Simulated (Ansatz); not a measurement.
Structures of equal composition on the (111)B surface of zinc-blende GaAs (As plane on top): 2x2 In adatom at H3; 2x2 In adatom at T4. The slabs share one bottom face, and each structure is named by its start. These are constructed structures in small cells; real faces may alloy, dewet or reconstruct in larger ones, and not all known structures of the face are among them. Slabs of about 14 Å with all that they carry, Fermi-Dirac smearing of 0.025 eV. Bottom of the slabs: H caps. Relaxed from the named starts with such symmetry as they have, on meshes of like density; energies extrapolated to zero smearing; no spin-orbit coupling, no U. Spin-polarised runs, if any, are marked in brackets, and their order is one that fits the cell; the others ran without spin. Where a second, spin-polarised start was run, the lower counts.

Host crystal: zinc-blende GaAs, with a band gap (PBE, scalar-relativistic without spin-orbit coupling).

Level of theory: r2SCAN, at the PBE geometry (plane waves to 500 eV, PAW; Ansatz, a quantum-chemistry and plane-wave program).

### Question
Order them by energy per 1x1 cell (lowest first) at the level r2SCAN, at the PBE geometry.

### Answer
2x2 In adatom at H3 (0.000 eV, a narrow gap of 0.13 eV by band count), 2x2 In adatom at T4 (0.023 eV, a narrow gap of 0.17 eV by band count)
